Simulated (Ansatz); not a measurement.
## Pressure series in YN

The parent structure is YN in the rock salt structure (space group Fm-3m, No. 225).

```yaml
crystal:
  lattice:
    - [0.00000, 2.44783, 2.44783]
    - [2.44783, 0.00000, 2.44783]
    - [2.44783, 2.44783, 0.00000]
  atoms:
    - { symbol: N, position: [0.00000, 0.00000, 0.00000] }
    - { symbol: Y, position: [0.50000, 0.50000, 0.50000] }
```

Cell and atoms are relaxed at each pressure.

Computed with r2SCAN in Ansatz (plane waves to 500 eV, PAW, no spin-orbit coupling).

Candidates:
(a) pressure 0.7 GPa
(b) pressure −1 GPa
(c) pressure 3 GPa
(d) pressure 10 GPa

For the base:

| Quantity | Value |
|---|---|
| Smallest direct gap | 0.98 eV |

**Question.** Order them by smallest direct gap, lowest first.

**Answer.** (d) pressure 10 GPa (0.84 eV), (c) pressure 3 GPa (0.94 eV), (a) pressure 0.7 GPa (0.97 eV), (b) pressure −1 GPa (1.00 eV)

Load acts through the strain it causes; cell and atoms are relaxed under it. Stability against distortions was not tested. Competing high-pressure phases were not computed.

Ansatz is a quantum-chemistry and plane-wave program.
